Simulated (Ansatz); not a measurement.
Data:

```
BP
1.0
    0.00000     2.16684     2.16684
    2.16684     0.00000     2.16684
    2.16684     2.16684     0.00000
P B
1 1
Direct
  0.75000   0.75000   0.75000
  0.00000   0.00000   0.00000
```

A single point on BP with a change (pressure 30 GPa), its geometry relaxed with r2SCAN.

Level of theory: HSE06 (Ansatz, a quantum-chemistry and plane-wave program), with spin-orbit coupling. Settings: 8×8×8 k-points, 0.01 eV Fermi–Dirac smearing.

### Question
Predict the valence-band top at Γ and band gap.

### Answer
* **Valence-band top at Γ (three highest Kramers pairs, from the VBM)**: 0.00, 0.00, -0.04 eV
* **Band gap**: 1.73 eV

Single points use the geometry relaxed with r2SCAN. HSE06 gaps are upper bounds (no full band path). Load acts through the strain it causes; cell and atoms are relaxed under it. Whether these cells are dynamically stable was not tested. Competing high-pressure phases were not computed. The cell was made from BP in the zinc blende structure (space group F-43m, No. 216) by this change: pressure 30 GPa.
